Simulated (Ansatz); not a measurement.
By PBEsol, the system below comes out a metal.

The ballistic (Sharvin) conductance counts the channels at the Fermi level: G/A = (e²/h) × channels of both spins per area.

Given:

```xyz
4
Lattice="3.7354 0.0000 0.0000 0.0000 5.2826 0.0000 0.0000 2.6413 2.6413" Properties=species:S:1:pos:R:3 pbc="T T T"
Cu     1.8677     1.3207     1.3207
Cu     1.8677     3.9620     1.3207
Cu     0.0000     2.6413     0.0000
Au     0.0000     0.0000     0.0000
```

The cell is taken as given; by PBEsol it stands under a pressure of -2.9 GPa.

The current flows along the normal of the first two printed cell vectors, the (110) plane of the conventional cell. No spin-orbit coupling; the value is a mean over 0.1 eV about the Fermi level.

**Question.** Give the ballistic conductance per area that PBEsol (Ansatz, a first-principles code) yields.

**Answer.** 0.81 × 10¹⁵ S/m² for both spins.
